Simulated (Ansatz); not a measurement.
How the smallest direct gap on the k points sampled of LiF (model structure, started from the NiAs type, P6₃/mmc, No. 194, 4 atoms in the cell) moves with the method

No measured value is used here.

```tsv
level (code)	value (eV)	cell (Å³/atom)
LDA (Ansatz)	9.54	7.50
PBE (Ansatz)	8.71	8.46
PBEsol (Ansatz)	8.91	8.09
PBE-D3(BJ) (Ansatz)	(withheld)	8.05
r²SCAN (Ansatz)	10.18	7.98
r²SCAN+rVV10 (Ansatz)	(withheld)	7.88
HSE06 (Ansatz)	(withheld)	8.09
PBE0 (Ansatz)	12.16	8.09
r²SCAN0 (Ansatz)	12.78	8.09
```

Question: What belongs in the gaps?

Answer: 
- PBE-D3(BJ) (Ansatz, an electronic-structure program), value (eV): 9.14
- r²SCAN+rVV10 (Ansatz), value (eV): 10.23
- HSE06 (Ansatz), value (eV): 11.40

Computed values are for a static lattice.  Values are at the level's own equilibrium cell; HSE06 at the PBEsol cell; PBE0 at the PBEsol cell; r²SCAN0 at the PBEsol cell. Cutoffs and k meshes differ between the levels. Ansatz's density-functional and Hartree–Fock values are scalar-relativistic unless marked +SOC, with PAW data made under PBE.

A model structure was made by putting elements into a prototype or built by hand; it is no filed structure, need not be a known phase, and can be a saddle point held by its symmetry.
